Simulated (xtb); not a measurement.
xtb 6.7.1, GFN2-xTB: CN(C)[SiH2][SiH2]N, 18 atoms. The geometry is a generated start, not checked to be a minimum at this level.

```yaml
method: GFN2-xTB
"--acc": 1 (default)
"--etemp (K)": 300 (default)
detailed input (--input): "none: ANC optimiser, Lindh (1995) Hessian, microcycle=20, maxdispl=1.0, hlow=0.01 (default)"
basis_functions: 48
valence_electrons: 38
```

```xyz
18

Si     2.1778     0.2320     0.8131
N      2.1727    -1.4983     0.7131
Si     0.0506     1.1002     0.6931
N     -0.9281     0.2913    -0.4765
C     -1.1810    -1.1247    -0.3770
C     -1.9718     0.9710    -1.2004
H      2.7830     0.4669     2.1301
H      3.1103     0.8563    -0.1486
H      3.0043    -1.9885     0.9980
H      1.8056    -1.9225    -0.1251
H      0.0731     2.4861     0.2017
H     -0.6003     1.1835     2.0245
H     -1.1832    -1.5798    -1.3741
H     -0.4159    -1.5972     0.2313
H     -2.1570    -1.3248     0.0852
H     -2.9446     0.8685    -0.7020
H     -2.0606     0.5519    -2.2078
H     -1.7351     2.0282    -1.2786
```

The structure is relaxed from this start with --opt LEVEL for the levels crude, sloppy, loose, lax, normal, tight, vtight, extreme, once each. Up to the end of the extreme run atoms move by at most 1.2 Å along an axis.

### Question
Choose the cheapest level whose final energy lies within 20 meV of that of extreme.

### Answer
normal: 46 cycles against 94, ending 0.60 meV above.

```
level    cycles  energy above the extreme run (meV)  gradient norm (eV/Å)
-------  ------  ----------------------------------  --------------------
crude         1                                  47                  0.18
sloppy        1                                  47                  0.18
loose         1                                  47                  0.18
lax           4                                  45                  0.11
normal       46                                0.60                 0.025
tight        51                                0.34                 0.011
vtight       88                               0.011                0.0011
extreme      94                                   —               0.00096
```
